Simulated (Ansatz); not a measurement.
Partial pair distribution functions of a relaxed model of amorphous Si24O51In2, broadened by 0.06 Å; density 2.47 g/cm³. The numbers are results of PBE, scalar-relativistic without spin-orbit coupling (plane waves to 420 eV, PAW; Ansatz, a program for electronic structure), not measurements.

Preparation: random packing, a CHGNet melt and quench, and a DFT relaxation. O atoms were pushed apart under 1.9 Å during the dynamics, to hinder bonds among them. The hot cell started wider than the set density and was brought back towards it in steps. It is the lowest in DFT energy of 2 quenches. It is a model cell: composition and starting density were chosen by hand, and all elements were melted together. No dispersion term was used. Its density started from a set value of 2.47 and ended at 2.47 g/cm³. Cooling (nominally 400 K/ps over its main leg) ran many orders faster than in experiment, which tends to leave more defects and strain. A cell of this size samples the disorder only roughly. The volume was held where the preparation left it and the shape relaxed, at a PBE pressure of 0.6 GPa. Stress components on the final sampling reach 0.7 GPa.

```tsv
r (Å)	g Si-O	g O-In	g Si-Si	g O-O
1.35	0.00	0.00	0.00	0.00
1.45	0.29	0.00	0.00	0.00
1.55	7.77	0.00	0.00	0.00
1.65	16.27	0.00	0.00	0.00
1.75	2.78	0.00	0.00	0.00
1.85	0.04	0.38	0.00	0.00
1.95	0.00	6.17	0.00	0.00
2.05	0.00	6.50	0.00	0.00
2.15	0.00	0.44	0.00	0.00
2.25	0.00	0.00	0.00	0.00
2.35	0.00	0.05	0.00	0.01
2.45	0.00	0.73	0.00	0.40
2.55	0.00	1.03	0.00	2.84
2.65	0.00	0.84	0.00	6.51
2.75	0.00	0.10	0.17	4.14
2.85	0.03	0.13	2.10	0.90
2.95	0.11	0.67	4.90	0.44
3.05	0.09	0.24	4.29	0.41
3.15	0.41	0.38	3.04	0.64
3.25	1.05	0.57	1.12	0.78
3.35	1.09	0.57	0.08	0.54
3.45	1.11	0.39	0.00	0.47
3.55	1.38	1.21	0.03	0.52
3.65	1.50	1.60	0.17	0.49
3.75	1.18	0.89	0.18	0.59
3.85	1.16	0.56	0.09	0.60
3.95	1.37	1.76	0.17	0.88
4.05	1.62	1.56	0.69	0.81
4.15	2.22	0.50	0.95	0.75
4.25	2.03	0.82	0.82	0.57
4.35	1.10	1.63	0.93	0.69
4.45	0.47	1.26	1.03	0.92
4.55	0.46	1.52	1.06	0.97
4.65	0.56	1.47	1.21	1.17
4.75	0.65	0.76	1.47	1.30
4.85	0.79	0.82	1.41	1.58
4.95	0.82	0.46	0.96	1.63
5.05	0.74	0.78	1.18	1.46
5.15	0.71	1.35	1.17	1.38
```

Within 1.90 Å each Si has 4.00 O neighbours on average.
